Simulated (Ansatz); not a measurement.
Input:

```
CELL_PARAMETERS angstrom
      0.00000     3.00374     2.97370
      3.00374     0.00000     2.97370
      3.00374     3.00374     0.00000
ATOMIC_POSITIONS crystal
  Cd 0.00000 0.00000 0.00000
  Se 0.25000 0.25000 0.25000
```

No spin polarisation.

Calculations: Ansatz (a quantum-chemistry and plane-wave program), LDA, PAW, cutoff 420 eV, no spin-orbit coupling. Γ-centred 10×10×10 mesh, Fermi–Dirac width 0.05 eV.

**Question.** Predict the band gap, pressure and gap character.

**Answer.** 
- Band gap: 0.40 eV
- Pressure (mean of the normal stresses, compression positive): 6.0 kbar
- Gap character: direct at Γ

The cells carry an imposed strain or load. Stability against distortions was not tested. The cell was made from CdSe in the zinc blende structure (space group F-43m, No. 216) by this change: uniaxial strain ε_zz = −1.00 %.
